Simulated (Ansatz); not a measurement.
The structure below was relaxed with Kohn–Sham DFT with the PBEsol functional, run in Ansatz (a program for electronic structure) with PAW and 420 eV plane waves, no SOC, at pressure 3 GPa.

Space group I-42m (No. 121); a = b = 6.686 Å, c = 7.714 Å, α = β = γ = 90.00°

```
atom  site  symmetry       x       y       z
----  ----  --------  ------  ------  ------
Ge      2b      -42m  0.0000  0.0000  0.5000
Ag      4d      -4..  0.0000  0.5000  0.2500
S       8i       ..m  0.1939  0.1939  0.3405
Ba      2a      -42m  0.0000  0.0000  0.0000
```

Q: Write out a cell with all atoms.

A: 
```cif
data_Ag4Ba2Ge2S8
_chemical_formula_sum 'Ge2 Ag4 S8 Ba2'
_space_group_name_H-M_alt 'P 1'
_space_group_IT_number 1
_cell_length_a 6.68604
_cell_length_b 6.68604
_cell_length_c 7.71430
_cell_angle_alpha 90.000
_cell_angle_beta 90.000
_cell_angle_gamma 90.000
loop_
_space_group_symop_operation_xyz
  'x, y, z'
loop_
_atom_site_label
_atom_site_type_symbol
_atom_site_fract_x
_atom_site_fract_y
_atom_site_fract_z
_atom_site_occupancy
Ge1 Ge 0.00000 0.00000 0.50000 1
Ag1 Ag 0.00000 0.50000 0.25000 1
Ag2 Ag 0.50000 0.00000 0.25000 1
S1 S 0.19391 0.19391 0.34050 1
S2 S 0.19391 0.80609 0.65950 1
S3 S 0.30609 0.30609 0.84050 1
S4 S 0.80609 0.19391 0.65950 1
Ba1 Ba 0.00000 0.00000 0.00000 1
Ge2 Ge 0.50000 0.50000 0.00000 1
Ag3 Ag 0.50000 0.00000 0.75000 1
Ag4 Ag 0.00000 0.50000 0.75000 1
S5 S 0.69391 0.69391 0.84050 1
S6 S 0.69391 0.30609 0.15950 1
S7 S 0.80609 0.80609 0.34050 1
S8 S 0.30609 0.69391 0.15950 1
Ba2 Ba 0.50000 0.50000 0.50000 1
```
This is the conventional cell.

Load acts through the strain it causes; cell and atoms are relaxed under it. Stability against distortions was not tested. The cell was made from BaAg2GeS4 (space group I-42m, No. 121) by this change: pressure 3 GPa.
